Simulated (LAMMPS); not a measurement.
LAMMPS 22 Jul 2025, classical MD, EAM (Cu_mishin1.eam.alloy): Cu, 15587 atoms.

| Property | Value |
|---|---|
| task | MD, nve |
| potential | EAM, Cu_mishin1.eam.alloy |
| copies of the repeat unit | 20×20×20 |
| shape (slab and sphere leave vacuum in the box) | sphere |
| temperature | 800 K |
| steps | 2000 |
| timestep | 2 fs |
| neighbor skin | 2 Å |
| neigh_modify | every 1 delay 0 check yes |
| thermo | 100 |
| newton | on (default) |
| atom_modify sort (bins of 2 Å where set) | 1000 (default) |
| comm_style | brick (default) |
| box | 144.6 × 144.6 × 144.6 Å, the particle off centre in vacuum |
| start | generated fcc lattice, warmed in an untimed run |
| compared values | energy and forces of the first step, drift over the run |

Machine: one whole node, Arm Neoverse V2, 96 cores on 1 socket, no SMT, 1 L3 cache group.

Wall times, medians of two to five repeats, each run alone on the node (launch to exit). Unless noted, each process is bound to its own block of adjacent cores. Build: PyPI wheel: MPICH, OPENMP and OPT packages. Other compilers and libraries give other times. Scratch files lie in a memory file system. A preparatory run goes ahead and isn't timed.

Started as
```bash
# ahead of the timed run: OMP_NUM_THREADS=1 mpirun -np 48 lmp -in in.warm -log none -nocite
OMP_NUM_THREADS=1 mpirun -np 64 lmp -in in.lmp -log log.lammps -nocite
```
(64 ranks, balance = none (default)) it takes 5.0 s and 46 neighbour list builds.

**Question.** Estimate the wall time with 88 ranks, balance = balance 1.05 shift xyz 20 1.02.

**Answer.** About 1.1 s (3 runs within 2 %): 4.7× as fast, on 88 cores in place of 64, so 0.29× the core-time. The largest move is in other (Other): 3.3 s to 0.056 s. As resolved by the program: grid of ranks 4 by 4 by 4 against 4 by 2 by 11. Change in the result: energy equal as printed, forces on 48 atoms equal as printed, drift of the total energy equal as printed.
